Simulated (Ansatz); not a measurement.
Sc2Al, pressure series

The parent structure is Sc₂Al (space group P6_3/mmc, No. 194; a = 4.850 Å, c = 6.090 Å; a cell from a computed database, its experimental status unchecked).

Cell and atoms are relaxed at each pressure.

The values are results of PBEsol (Ansatz, a program for electronic structure), no spin-orbit coupling, not measurements.

Two rows of this table had their results exchanged by mistake.

| pressure | volume per atom (Å³) | shortest distance (Å) | band gap |
|---|---|---|---|
| pressure −2 GPa | 21.28 | 2.825 | zero |
| pressure −1 GPa | 20.97 | 2.812 | zero |
| pressure 0.3 GPa | 20.59 | 2.796 | zero |
| pressure 0.7 GPa | 19.90 | 2.768 | zero |
| pressure 1.5 GPa | 20.27 | 2.783 | zero |
| pressure 3 GPa | 20.48 | 2.792 | zero |
| pressure 5 GPa | 19.45 | 2.748 | zero |
| pressure 7.5 GPa | 18.95 | 2.727 | zero |
| pressure 10 GPa | 18.49 | 2.706 | zero |

Problem. Which two?

Solution. The rows for pressure 0.7 GPa and pressure 3 GPa: the volume has to fall steadily with pressure, so 20.48 Å³ belongs to pressure 0.7 GPa and 19.90 Å³ to pressure 3 GPa.

Load acts through the strain it causes; cell and atoms are relaxed under it. Stability against distortions was not tested. Competing high-pressure phases were not computed. All final runs are without spin polarisation. Sc2Al has a high density of states at the Fermi level and may be magnetic at this level.
